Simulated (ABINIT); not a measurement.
ABINIT is run on CrO2 (P-42_1m, 6 atoms in the cell), and the run fails. The aim is a self-consistent single point with DFT, PBEsol+U, plane waves, PAW (JTH v2.0 PBE PAW, files made for PBE).

Cell that was meant: a = 4.4713 Å, b = 4.4713 Å, c = 2.9952 Å, α = 90.00°, β = 90.00°, γ = 90.00°.

Part of the input:

```
         1.7043704317    2.5204335733    4.2245629675
         2.5204335733    6.7452375784    1.4355069265
         6.7452375784    5.9291744368    4.2245629675
spgroup 221
ecut 30 Ha
pawecutdg 60 Ha
pawxcdev 0
```

Log, with long lists cut:

```
  added one more symmetry : nogen_new=          21
 21    0  0  1  0 -1  0  1  0  0    0.00E+00    0.00E+00    0.00E+00  1
  added one more symmetry : nogen_new=          22
 22    0  0 -1  0  1  0  1  0  0    0.00E+00    0.00E+00    0.00E+00  1
  added one more symmetry : nogen_new=          23
   [... lines left out ...]
 24   -1  0  0  0  0  1  0  1  0    0.00E+00    0.00E+00    0.00E+00  1
  bldgrp : exit with            24  operation symmetries
 Matrix rprimd :
  8.44960801E+00  0.00000000E+00  0.00000000E+00
  0.00000000E+00  8.44960801E+00  0.00000000E+00
  0.00000000E+00  0.00000000E+00  5.66006989E+00
 Matrix rmet :
  7.13958755E+01  0.00000000E+00  0.00000000E+00
  0.00000000E+00  7.13958755E+01  0.00000000E+00
  0.00000000E+00  0.00000000E+00  3.20363912E+01
 Matrix rprimd_sym :
  0.00000000E+00  8.44960801E+00  0.00000000E+00
  0.00000000E+00  0.00000000E+00  5.66006989E+00
  8.44960801E+00  0.00000000E+00  0.00000000E+00
 Matrix rmet_sym :
  7.13958755E+01  0.00000000E+00  0.00000000E+00
  0.00000000E+00  3.20363912E+01  0.00000000E+00
  0.00000000E+00  0.00000000E+00  7.13958755E+01
 Matrix rmet_sym-rmet :
  0.00000000E+00  0.00000000E+00  0.00000000E+00
  0.00000000E+00 -3.93594843E+01  0.00000000E+00
  0.00000000E+00  0.00000000E+00  3.93594843E+01

--- !ERROR
src_file: m_symtk.F90
src_line: 847
mpi_rank: 0
message: |
    The symmetry operation number 2 does not preserve
    vector lengths and angles.
    The value of the square root of residual is:   5.5663E+01  that is greater than threshold:  4.2372E-03
    Action: modify rprim, acell and/or symrel so that
    vector lengths and angles are preserved.
    Beware, the tolerance on symmetry operations is very small.
...

 abinit_abort: decision taken to exit. Check above messages for more info
Abort(13) on node 0 (rank 0 in comm 0): application called MPI_Abort(MPI_COMM_WORLD, 13) - process 0

--- !ERROR
src_file: m_symtk.F90
src_line: 847
mpi_rank: 0
message: |
    The symmetry operation number 2 does not preserve
    vector lengths and angles.
    The value of the square root of residual is:   5.5663E+01  that is greater than threshold:  4.2372E-03
    Action: modify rprim, acell and/or symrel so that
    vector lengths and angles are preserved.
    Beware, the tolerance on symmetry operations is very small.
...
```

Read the log: what does the program object to, and what is the fix?

The fault is a symmetry setting or precision that does not fit the structure; here the program stops on it instead of giving results. To fix it, let the typed structure, the tolerance and any stated group agree. The program stopped before any SCF iteration.

The sound input it was made from differs as follows (other fixes are possible):
```diff
-spgroup 221
```

With that input, the run converged in 27 iterations: free energy E − TS -6503.41 eV; Fermi level (on the code's own zero) 4.94 eV; pressure -10.92 GPa; largest force (vector length) 0.408 eV/Å; size of the cell's spin moment 4.00 μB (DFT, PBEsol+U, plane waves, PAW (JTH v2.0 PBE PAW, files made for PBE)).

On the sound input: the starting cell comes from a database of computed structures (which also holds hypothetical and non-ambient phases and stackings), without a prior relaxation at this level. The magnetic order is the one reached from the typed start; others were not searched systematically. With U or open f shells several self-consistent states can exist. The potentials were made for another functional than the one used. With a pressure of about -11 GPa the cell is away from its equilibrium volume at this level. Without a gap this mesh is coarse (it stands for a supercell whose shortest vector is 13 Å).
